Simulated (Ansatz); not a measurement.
Start from W in the diamond structure (space group Fd-3m, No. 227; a = 5.829 Å; a hypothetical phase, not in the database extracts checked). Axes: x, y, z lie along the cube axes.

(Cell as relaxed with PBE.)

Levels (all Ansatz, a program for electronic structure, PAW): PBE (420 eV, spin-orbit coupling left out); PBEsol (420 eV, without spin-orbit coupling).

Each level relaxes its own structure.

```json
[
 {"base": "volume per atom", "PBE": "24.76 Å³", "PBEsol": "23.83 Å³"},
 {"base": "lattice parameter a", "PBE": "5.829 Å", "PBEsol": "5.755 Å"},
 {"base": "band gap", "PBE": "zero", "PBEsol": "zero"}
]
```

One thing is altered: a free-standing slab of 4 layers (8 atoms, 2 a layer) is cut normal to [110], with 15 Å of vacuum and the in-plane cell held at bulk.

| quantity | PBE | PBEsol |
|---|---|---|
| shortest interatomic distance | 2.459 Å | ___ |
| excess energy per area of both faces (slab less bulk energy over the cell's area: twice a surface energy) (uncertain by up to 0.05 J/m²) | 2.67 J/m² | ___ |
| band gap | zero | ___ |

**Question.** Predict the PBEsol column.

**Answer.** 
- shortest interatomic distance, PBEsol: 2.431 Å
- excess energy per area of both faces (slab less bulk energy over the cell's area: twice a surface energy) (uncertain by up to 0.05 J/m²), PBEsol: 3.02 J/m²
- band gap, PBEsol: zero

PBE's shortest interatomic distance lies 0.028 Å above PBEsol's (1.2 %); PBE's excess energy per area of both faces lies 0.357 J/m² below PBEsol's; the two agree on the band gap. Neither level is exact; PBEsol is the comparison here, not a measurement.

Slab and bulk use different k-meshes, which limits the precision of the excess energy. No phonon test of stability was made. All final runs are without spin polarisation. W has a high density of states at the Fermi level and may be magnetic at this level.
